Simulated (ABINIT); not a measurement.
Band structure of BeSe (F-43m, 2 atoms in the cell).

```
BeSe
1.0
    0.00000     2.59870     2.59870
    2.59870     0.00000     2.59870
    2.59870     2.59870     0.00000
Be Se
1 1
Direct
  0.00000   0.00000   0.00000
  0.25000   0.25000   0.25000
```

Method of the run: PBE, norm-conserving pseudopotentials (PseudoDojo nc-sr-05 PBE standard) (plane waves; ABINIT).

Settings: pseudos = [Be.upf, Se.upf]; ecut = 44 Ha; occopt = 1; ngkpt = 11 11 11; nshiftk = 1; shiftk = 0 0 0; potentials = PseudoDojo nc-sr-05 PBE standard; kptopt = 1; nstep = 100; toldfe1 = 1e-09 Ha; diemac = 4; ndtset = 2; getden2 = 1.

The starting cell comes from a database of computed structures (which also holds hypothetical and non-ambient phases and stackings), without a prior relaxation at this level. Its lattice was rescaled by a random factor within 2.5 % of one.

### Question
Predict the gap along the standard path and the places of the band edges.

### Answer
The gap along the path is 2.70 eV, from Γ to X; the smallest direct gap on it is 4.14 eV.

Levels in eV from the top of the valence band on the SCF mesh, bands 7 to 13:
| point | 7 | 8 | 9 | 10 | 11 | 12 | 13 |
|---|---|---|---|---|---|---|---|
| Γ | -13.60 | 0.00 | 0.00 | 0.00 | 4.14 | 5.03 | 5.03 |
| X | -11.91 | -4.91 | -2.54 | -2.54 | 2.70 | 4.24 | 11.48 |
| W | -11.88 | -4.28 | -3.64 | -3.14 | 6.12 | 7.04 | 7.40 |
| K | -11.93 | -4.51 | -3.85 | -2.12 | 3.79 | 6.79 | 9.57 |
| L | -12.34 | -5.50 | -1.03 | -1.03 | 4.24 | 5.98 | 5.98 |
| U | -11.93 | -4.51 | -3.85 | -2.12 | 3.79 | 6.79 | 9.57 |
